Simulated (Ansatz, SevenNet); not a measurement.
Ladder of methods for the lattice constant a of AlB2-type HfB2

Reference value: 3.14 Å (measured, temperature not stated, copied from a table, unchecked, not corrected to a static lattice; as tabulated in Journal of Nuclear Materials 21, 14 (1967)).

### Question
Put these levels in order of the lattice constant a that they give for AlB2-type HfB2, smallest first: HSE06 (Ansatz, a first-principles code), Hartree–Fock (Ansatz), SevenNet-l3i5.

### Answer
HSE06 (3.135 Å), SevenNet-l3i5 (3.147 Å), Hartree–Fock (3.175 Å)

Differences against the reference: SevenNet-l3i5 +0.22 %, HSE06 -0.16 %, Hartree–Fock +1.11 %.

The reference isn't brought to a static lattice, while the calculations are for one, so the differences are not the levels' errors alone.  Density-functional levels without +SOC have no spin–orbit coupling. Ansatz's density-functional and Hartree–Fock values are scalar-relativistic unless marked +SOC, with PAW data made under PBE.

Machine-learned potentials (SevenNet-l3i5) are trained on DFT data: a solid inside that data is no test of them.

Differences are worked out from the printed values.
